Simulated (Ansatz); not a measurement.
A working Ansatz (a quantum-chemistry and plane-wave program) input for BaCaCeFeO₆ (F-43m, 10 atoms in the cell) (DFT, PBEsol+U, plane waves, default PAW files made with PBE):

Ansatz 0.2 input:
```yaml
# BaCaCeFeO6
crystal:
  lattice:
    - [0.000000, 4.084757, 4.084757]
    - [4.084757, 0.000000, 4.084757]
    - [4.084757, 4.084757, 0.000000]
  atoms:
    - { symbol: Ba, position: [0.250000, 0.250000, 0.250000] }
    - { symbol: Ca, position: [0.750000, 0.750000, 0.750000] }
    - { symbol: Ce, position: [0.000000, 0.000000, 0.000000] }
    - { symbol: Fe, position: [0.500000, 0.500000, 0.500000], spin: 4.0 }
    - { symbol: O, position: [0.737170, 0.262830, 0.262830] }
    - { symbol: O, position: [0.737170, 0.262830, 0.737170] }
    - { symbol: O, position: [0.262830, 0.737170, 0.737170] }
    - { symbol: O, position: [0.262830, 0.737170, 0.262830] }
    - { symbol: O, position: [0.737170, 0.737170, 0.262830] }
    - { symbol: O, position: [0.262830, 0.262830, 0.737170] }
kpoints:
  mp_grid: { grid: [5, 5, 5] }
hamiltonian:
  xc: pbesol
  pseudopotentials: { kind: paw }
  hubbard: { sites: [{ species: Fe, l: d, u_eff: 5.3 }] }
magnetization:
  spin_polarized: true
scf:
  occupations: { method: methfessel_paxton, width: 0.2 }
output:
  forces: true
  eigenvalues: true
  stress: true
```

The run converged, with 47 iterations in all over 5 SCF loops: free energy E − TS (on the zero of these files) -21961.7115 eV; Fermi level (on the code's own zero) 10.36 eV; pressure 2.91 GPa; largest force (vector length) 0.165 eV/Å; size of the cell's spin moment 4.00 μB; Hubbard energy 2.401 eV. Each of these slips is then made, one at a time:

(1)
```diff
-  hubbard: { sites: [{ species: Fe, l: d, u_eff: 5.3 }] }
+  hubbard: { sites: [{ species: Fe, l: d, u_eff: 72.1 }] }
```

(2)
```diff
-  occupations: { method: methfessel_paxton, width: 0.2 }
+  occupations: { method: fixed }
```

Question: Predict the outcome of each change.

Answer: 
(1) An energy in the wrong unit. The run converged in 16 iterations without an error; against the sound input the pressure goes from 2.91 to 16.19 GPa, the largest force goes from 0.165 to 2.593 eV/Å and the size of the net moment moves little (0.40 to 0.39 μB/atom).

(2) Fixed occupations in a spin-polarised run with a free moment. The program stopped before any SCF iteration.
```
Error: inconsistent input (scf.occupations.method, magnetization): a σ = 0 step fill (method: fixed, or a smearing width below the step floor) with no hard lock on the total moment puts the same N_el/2 bands in each spin channel, which gives a total moment of zero, but the starting moments sum to +4.0000 μB; make the starting moments (crystal.atoms [...]
```

The starting cell comes from a database of computed structures (which also holds hypothetical and non-ambient phases and stackings), without a prior relaxation at this level. Its lattice was rescaled by a random factor within 2.5 % of one. With one magnetic atom in the cell only a parallel order is possible. With U or open f shells several self-consistent states can exist. Ansatz's pressure includes its estimate of the finite-basis (Pulay) stress.

Left out of this page: 4 runs of the series with a known weakness of the program.
